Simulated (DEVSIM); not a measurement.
Device: abrupt Ge n-p junction, at 250 K.

```csv
layer (left to right),material,thickness (μm),Nd (cm⁻³),Na (cm⁻³),τn (s),τp (s)
1,Ge,0.740,2.4e17,-,7.2e-7,7.2e-7
2,Ge,1.40,-,2.6e15,7.2e-7,7.2e-7
```

Left contact: ohmic. Right contact: ohmic. Voltage is applied to the left contact. Recombination: SRH at mid-gap, radiative, Auger. Mobility is μmin + (μ − μmin)/(1 + (N/Nref)^α).

The device is made up for the run: typed textbook-type constants, with dimensions and the other settings drawn at random. Values at 300 K; Nc and Nv go as T^1.5, mobilities as T to minus their exponent, the gap by Varshni's rule with the affinity fixed.

```csv
parameter,Ge
gap (eV),0.664
affinity (eV),4
permittivity,16
Nc (cm⁻³),1.04e19
Nv (cm⁻³),6e18
μn (cm²/Vs),3900
μp (cm²/Vs),1900
"μn,min",150
"μp,min",100
"Nref,n",2.6e17
"Nref,p",4e17
αn,0.56
αp,0.6
T exponent of μn,1.66
T exponent of μp,2.33
B (cm³/s),6.4e-14
Cn (cm⁶/s),1e-31
Cp (cm⁶/s),1e-31
Varshni α (eV/K),0.000477
Varshni β (K),235
```

DEVSIM, 1D drift-diffusion, Boltzmann statistics, complete ionisation; no tunnelling, impact ionisation, image-force lowering or self-heating.

The thickness of layer 2 was swept, all else fixed.

| thickness of layer 2 (μm) | dark forward voltage at 1 A/cm² (V) | dark forward voltage at 100 A/cm² (V) |
|---|---|---|
| 0.28 | 0.145 | 0.261 |
| 0.49 | … | … |
| 0.84 | 0.203 | 0.310 |
| 1.4 | 0.219 | 0.325 |
| 2.4 | 0.234 | 0.340 |
| 4.2 | 0.247 | 0.355 |
| 7 | 0.258 | 0.370 |

Problem. What belongs in the gaps?

Solution. 
- 0.49, dark forward voltage at 1 A/cm² (V): 0.176
- 0.49, dark forward voltage at 100 A/cm² (V): 0.290
